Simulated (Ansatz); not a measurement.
Take Au in the fcc (Cu type) structure (space group Fm-3m, No. 225; a = 4.083 Å; relaxed with 0.1 eV smearing) as the base. Axes: x, y, z lie along the cube axes.

Computed with Kohn–Sham DFT with the PBEsol functional, run in Ansatz (a program for electronic structure) with PAW and 420 eV plane waves, no spin-orbit coupling.

For the base:

The pressure is 0.0 GPa.

Modification: tensile biaxial strain of 1.50 % in the plane normal to [001], as in epitaxy on a mismatched substrate; the out-of-plane cell vector and the atoms relax.

### Question
What does the calculation give for the pressure after the change?

### Answer
The pressure (mean of the normal stresses, compression positive) goes from zero to -0.6 GPa.

### Question
Predict the new energy relative to the base.

### Answer
The energy increases by 1.7 meV/atom.

Stability against distortions was not tested.
